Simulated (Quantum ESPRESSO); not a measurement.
Input and output of a self-consistent single point for SrBi₃ (Pm-3m, 4 atoms in the cell) (Quantum ESPRESSO).

Level of theory: PBEsol, PseudoDojo standard norm-conserving (PBESOL) pseudopotentials (plane waves; Quantum ESPRESSO 7.5).

The change in words: lattice scaled by 0.98. Reference geometry:
```
SrBi3
1.0
    5.04969     0.00000     0.00000
    0.00000     5.04969     0.00000
    0.00000     0.00000     5.04969
Sr Bi
1 3
Direct
  0.00000   0.00000   0.00000
  0.50000   0.50000   0.00000
  0.00000   0.50000   0.50000
  0.50000   0.00000   0.50000
```

Reference input (self-consistent single point, DFT, PBEsol, plane waves, PseudoDojo standard norm-conserving (PBESOL) pseudopotentials): ecutwfc = 70 Ry; occupations = smearing; smearing = gauss; degauss = 0.0073499 Ry; potentials = {Sr: Sr.upf, Bi: Bi.upf}; K_POINTS = automatic 5 5 5 0 0 0; conv_thr = 1e-09 Ry; mixing_beta = 0.7. This run's input differs from it in these lines:

```diff
@@ -10,3 +10,3 @@
  ibrav = 1
- celldm(1) = 9.5425386732
+ celldm(1) = 9.3516876729
  nat = 4
```

Log, with long lists cut:

```
     Self-consistent Calculation

     iteration #  1     ecut=    70.00 Ry     beta= 0.70

     Threshold (ethr) on eigenvalues was too large:
     Diagonalizing with lowered threshold

     total energy              =    -558.62032902 Ry
     estimated scf accuracy    <       0.02330077 Ry

     iteration #  2     ecut=    70.00 Ry     beta= 0.70

     total energy              =    -558.62721843 Ry
     estimated scf accuracy    <       0.00790823 Ry

     iteration #  3     ecut=    70.00 Ry     beta= 0.70

     total energy              =    -558.62873487 Ry
     estimated scf accuracy    <       0.00011794 Ry

   [... 3 blocks of this kind left out ...]

     iteration #  7     ecut=    70.00 Ry     beta= 0.70

     total energy              =    -558.62877597 Ry
     estimated scf accuracy    <          1.9E-09 Ry

     iteration #  8     ecut=    70.00 Ry     beta= 0.70
     End of self-consistent calculation

     the Fermi energy is    11.5656 ev

!    total energy              =    -558.62877597 Ry
     estimated scf accuracy    <          1.3E-10 Ry
     smearing contrib. (-TS)   =      -0.00096978 Ry
     internal energy E=F+TS    =    -558.62780619 Ry

     convergence has been achieved in   8 iterations

     Forces acting on atoms (cartesian axes, Ry/au):

     atom    1 type  1   force =     0.00000000    0.00000000    0.00000000
   [... zero for the other atoms too ...]

     Total force =     0.000000     Total SCF correction =     0.000000

          total   stress  (Ry/bohr**3)                   (kbar)     P=        9.71
   0.00006604   0.00000000   0.00000000            9.71        0.00        0.00
   0.00000000   0.00006604   0.00000000            0.00        9.71        0.00
   0.00000000   0.00000000   0.00006604            0.00        0.00        9.71

   JOB DONE.
```

The run converged in 8 iterations. Against the reference run the free energy falls by 5.8 meV/atom and the pressure goes from -1.81 to 0.97 GPa.

The starting cell comes from a database of computed structures (which also holds hypothetical and non-ambient phases and stackings), without a prior relaxation at this level. Its lattice was rescaled by a random factor within 2.5 % of one. For this run, on top of that: lattice scaled by 0.98.
